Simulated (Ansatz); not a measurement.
**A constructed model of the (111)A surface of zinc-blende InAs (in the relaxation 2 In–In bonds formed; like top atoms buckled by 1.1 Å), In-terminated, In trimer, 2x2 (bottom of the slab: 3 H on 4 bottom sites)**

Method: PBE (plane waves to 420 eV, PAW; Ansatz, a quantum-chemistry and plane-wave program).

Model: 38-atom slab, 15.9 Å thick at the start with caps and adatoms, 3x3x1 mesh, Fermi-Dirac 0.025 eV, dipole correction, 8 atoms held, the rest relaxed; start symmetry kept, larger cells not searched; no spin, no spin-orbit, no U. It is one candidate, not shown to be the stable structure of the face.

The gap of the slab on its k-mesh is 0.31 eV, the highest filled level below the top vacuum level comes out as 4.08 eV and the energy released by relaxation is 2.03 eV. The cost is about 80 core-minutes (a rough figure).
